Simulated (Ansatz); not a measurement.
Consider Zr in the hcp (Mg type) structure (space group P6_3/mmc, No. 194; a = 3.184 Å, c = 5.116 Å).

Structures relaxed with PBEsol (Ansatz, an electronic-structure program), spin-orbit coupling left out.

Base:

Simulated powder pattern, Cu Kα, λ = 1.54184 Å (kinematic, ideal powder, no thermal factors, no anomalous dispersion; the 14 strongest lines at most, above 2 %, up to 2θ = 90°):

```csv
2θ (°),I/Imax (%),hkl
32.47,24,(100)
35.08,26,(002)
37.03,100,(101)
48.54,15,(102)
57.92,18,(110)
64.21,19,(103)
67.99,2.7,(200)
69.55,20,(112)
70.77,15,(201)
74.13,2.8,(004)
78.86,3.6,(202)
83.27,3.2,(104)
```

Now apply this change: cell and atoms relaxed at a pressure of 9 GPa.

After the change:

Simulated powder pattern, Cu Kα, λ = 1.54184 Å (kinematic, ideal powder, no thermal factors, no anomalous dispersion; the 14 strongest lines at most, above 2 %, up to 2θ = 90°):

```csv
2θ (°),d (Å),I/Imax (%),hkl
33.52,2.673,24,(100)
35.77,2.510,27,(002)
38.14,2.360,100,(101)
49.83,1.830,15,(102)
59.93,1.543,17,(110)
65.84,1.418,20,(103)
70.45,1.337,2.7,(200)
71.80,1.315,20,(112)
73.29,1.292,14,(201)
75.79,1.255,2.9,(004)
81.60,1.180,3.6,(202)
85.46,1.136,3.3,(104)
```

The indices refer to the base's conventional cell; one index is shown for lines that coincide.

Load acts through the strain it causes; cell and atoms are relaxed under it. No phonon test of stability was made. All final runs are without spin polarisation. Measured, Zr leaves this structure (for the ω phase) near 3 GPa (temperature not stated; as listed in C. Cazorla, D. Alfè, M. J. Gillan, Physical Review B (2008)).
